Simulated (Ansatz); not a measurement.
PtSe2 (model structure, started from the rutile type, P4₂/mnm, No. 136, 6 atoms in the cell): equilibrium lattice constant a by level of theory

No measured value is used here.

```csv
level (code),value (Å)
PBE (Ansatz),5.782
PBEsol (Ansatz),5.678
PBE-D3(BJ) (Ansatz),[?]
```

Q: Some entries are withheld; supply them.

A: 
- PBE-D3(BJ) (Ansatz, a program for electronic structure), value (Å): 5.688

Density-functional levels without +SOC have no spin–orbit coupling. Ansatz's density-functional and Hartree–Fock values are scalar-relativistic unless marked +SOC, with PAW data made under PBE.

A model structure was made by putting elements into a prototype or built by hand; it is no filed structure, need not be a known phase, and can be a saddle point held by its symmetry.
